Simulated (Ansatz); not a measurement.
The starting structures come from a database of crystals and need not be the phases stable at ambient conditions.

 Where the default PAW files enter, the runs use the earlier of Ansatz's two default sets.

By PBEsol, the system below comes out a metal.

The ballistic (Sharvin) conductance counts the channels at the Fermi level: G/A = (e²/h) × channels of both spins per area.

Given:

```xyz
4
Lattice="3.1580 0.0000 0.0000 0.0000 5.8192 0.0000 0.0000 0.0000 5.9204" Properties=species:S:1:pos:R:3 pbc="T T T"
In     3.1303     0.0000     0.0000
In     0.0278     2.9096     2.9602
Sb     2.2833     2.9096     0.0000
Sb     0.8748     0.0000     2.9602
```

Space group of this cell: Pmmn. The cell is strained (lengths across the current scaled by 0.98, ions clamped); by PBEsol its mean pressure is -0.9 GPa.

The current flows along the normal of the first two printed cell vectors. No spin-orbit coupling; the value is a mean over 0.1 eV about the Fermi level.

### Question
Predict the ballistic conductance per area from PBEsol run with Ansatz (an electronic-structure program).

### Answer
0.63 × 10¹⁵ S/m² for both spins.
